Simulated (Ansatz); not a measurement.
Where the default PAW files enter, the runs use the earlier of Ansatz's two default sets.

Consider the following.

```
O2Si
1.0
    4.99265     0.00000     0.00000
    0.00000     6.93393     0.00000
    0.00000     0.00000     4.99265
Si O
4 8
Direct
  0.30134   0.50000   0.69866
  0.80134   0.25000   0.80134
  0.69866   0.00000   0.30134
  0.19866   0.75000   0.19866
  0.23861   0.67989   0.89357
  0.60643   0.42989   0.73861
  0.76139   0.17989   0.10643
  0.39357   0.92989   0.26139
  0.26139   0.57011   0.39357
  0.89357   0.82011   0.23861
  0.73861   0.07011   0.60643
  0.10643   0.32011   0.76139
```

Space group of this cell: P4_12_12. The cell is taken as given.

The current runs along the normal of the first two printed vectors, the (100) plane. All runs by Ansatz (a first-principles code), plane waves and PAW, without spin-orbit coupling; the base is r2SCAN.

| run | mean pressure (GPa) | gap (eV) | mid-gap κ (1/Å) |
|---|---|---|---|
| base | 0.1 | 6.34 | 0.498 |
| all lengths scaled by 0.98 | 12.2 | … | … |
| all lengths scaled by 1.02 | -9.2 | 5.99 | 0.480 |
| lda in place of r2scan | -1.4 | … | … |
| lengths across the current scaled by 0.98, ions clamped | 7.9 | 6.53 | 0.501 |
| lengths across the current scaled by 1.02, ions clamped | -6.3 | … | … |
| lengths along the current scaled by 0.97, ions clamped | 6.0 | 6.48 | 0.516 |
| lengths along the current scaled by 1.03, ions clamped | -4.7 | 6.15 | 0.477 |
| pbesol in place of r2scan | 2.5 | 5.66 | 0.474 |

### Question
Some entries are withheld; supply them.

### Answer

- all lengths scaled by 0.98, gap (eV): 6.63
- all lengths scaled by 0.98, mid-gap κ (1/Å): 0.515
- lda in place of r2scan, gap (eV): 5.48
- lda in place of r2scan, mid-gap κ (1/Å): 0.469
- lengths across the current scaled by 1.02, ions clamped, gap (eV): 6.11
- lengths across the current scaled by 1.02, ions clamped, mid-gap κ (1/Å): 0.493
